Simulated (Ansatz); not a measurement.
Structure of amorphous W24C12N12 (periodic cell):

```xyz
48
Lattice="8.0939 0.1261 0.1630 0.1261 8.2659 -0.0617 0.1630 -0.0617 8.1741" Properties=species:S:1:pos:R:3 pbc="T T T"
W      1.8959     4.8916     7.4942
W      6.7672     5.7301     1.1258
W      3.8231     7.8547     3.4893
W      6.9873     1.1422     5.7390
W      1.2458     1.1144     3.8510
W      1.2449     4.3978     4.5432
W      1.9335     2.1577     1.2529
W      2.2781     1.9509     6.3949
W      1.8581     7.7283     0.2041
W      3.8063     5.6629     5.3162
W      7.5506     1.6246     0.3527
W      4.7868     3.0113     5.4778
W      6.4463     6.6790     6.4603
W      0.7068     6.7458     2.6448
W      6.3410     0.5022     2.7086
W      6.0429     6.1048     3.7375
W      4.1317     2.4008     2.9105
W      1.2157     7.2016     5.4538
W      3.1863     4.9901     2.3875
W      6.6997     3.4162     2.6715
W      7.3893     3.8285     6.8360
W      4.6403     7.5897     0.2572
W      5.1277     2.0442     8.1296
W      4.8087     4.6704     7.8675
C      5.7705     4.8071     5.8479
C      7.7856     5.0349     3.1271
C      7.6380     7.9147     4.2026
C      2.3405     6.2409     3.8648
C      5.3437     7.0830     2.0486
C      2.8379     3.8418     5.7634
C      1.0446     3.0226     7.9229
C      4.8151     4.3342     3.4525
C      0.4658     6.2831     0.5347
C      3.2368     1.4281     4.5369
C      0.2772     5.4860     6.1640
C      6.3843     3.6988     0.6345
N      5.0789     7.4069     5.1040
N      0.4432     2.4647     5.2467
N      3.1918     5.9524     0.6238
N      3.3089     0.9861     7.9877
N      6.0138     2.0320     4.1531
N      3.6681     3.3603     1.0018
N      8.0931     1.9692     2.4122
N      0.7678     0.4459     6.9455
N      2.0669     0.0962     2.1900
N      2.1584     3.3522     2.9305
N      6.2699     0.3472     7.5030
N      2.7838     6.8315     6.6455
```

Level of theory: PBE, scalar-relativistic without spin-orbit coupling (plane waves to 420 eV, PAW; Ansatz, a first-principles code).

The cell was made by melting and quenching with the CHGNet potential and then relaxed with DFT. N atoms were pushed apart under 1.9 Å during the dynamics, to hinder bonds among them. The hot cell started wider than the set density and was brought back towards it in steps. It is the lowest in DFT energy of 2 quenches. It is a model cell: composition and starting density were chosen by hand, and all elements were melted together. No dispersion term was used. Its density started from a set value of 16.59 and ended at 14.36 g/cm³. The quench (nominally 300 K/ps over its main leg) was far faster than any real one, so the model tends to hold more defects than a real film. One small periodic cell is one sample of the glass; other quenches scatter about these values. Volume and shape were free in the relaxation. Stress components on the final sampling reach 0.8 GPa. On a 2×2×2 Γ-centred mesh force components of up to 0.48 eV/Å stay, since the relaxation ran on one k-point at (1/4, 1/4, 1/4).

Bonds are counted up to W-W 3.04 Å, W-C 2.35 Å, W-N 2.50 Å, C-C 1.78 Å, C-N 1.76 Å, N-N 1.70 Å. Two cations that share two anions don't count as bonded, nor two that share one unless they lie closer than W-W 2.95 Å, W-C 2.29 Å, C-C 1.63 Å.

Problem. Give the coordination numbers, mean bond lengths and angles.

Solution. 
```yaml
Mean coordination of W: 8.62 (1 with 5, 4 with 7, 7 with 8, 6 with 9, 3 with 10, 2 with 11, 1 with 12)
Mean coordination of C: 4.67 (5 with 4, 6 with 5, 1 with 6)
Mean coordination of N: 4.75 (3 with 4, 9 with 5)
Mean W-W close contact: 2.871 Å (spread 0.090 Å, 47 counted)
Mean W-N bond: 2.149 Å (spread 0.081 Å, 57 counted)
Mean W-C close contact: 2.143 Å (spread 0.072 Å, 56 counted)
Bond angle at W: mean 97.2°, spread 33.9°
Bond angle at C: mean 106.6°, spread 29.2°
Bond angle at N: mean 105.4°, spread 26.3°
```
